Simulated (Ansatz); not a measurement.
LaAlHO2 (model structure, started from the SrVO2H type, P4/mmm, No. 123, 5 atoms in the cell), treated with PBEsol in Ansatz (PAW).

Run with plane-wave cutoff 520 eV, 14×14×16 k mesh (along the axes of the cell as run), Fermi–Dirac smearing 0.05 eV, scalar-relativistic PAW data made under PBE.

Cell (relaxed at this level):

```xyz
5
Lattice="3.7770 0.0000 0.0000 0.0000 3.7770 0.0000 0.0000 0.0000 3.8198" Properties=species:S:1:pos:R:3 pbc="T T T"
La     1.8885     1.8885     1.9099
Al     0.0000     0.0000     0.0000
O      1.8885     0.0000     0.0000
O      0.0000     1.8885     0.0000
H      0.0000     0.0000     1.9099
```

Question: Predict the bulk modulus.

Answer: 
- bulk modulus: 138 GPa

The run finds no gap.

Note: the bulk modulus is −V dP/dV from two relaxed cells at ±2 % in volume; the relaxation could raise the start's symmetry but not lower it, so the cell can be a saddle point.

Spin–orbit coupling is not included; it can open a gap where bands touch, and shift volumes and moduli.

A model structure was made by putting elements into a prototype or built by hand; it is no filed structure, need not be a known phase, and can be a saddle point held by its symmetry.

Ansatz is a program for electronic structure.
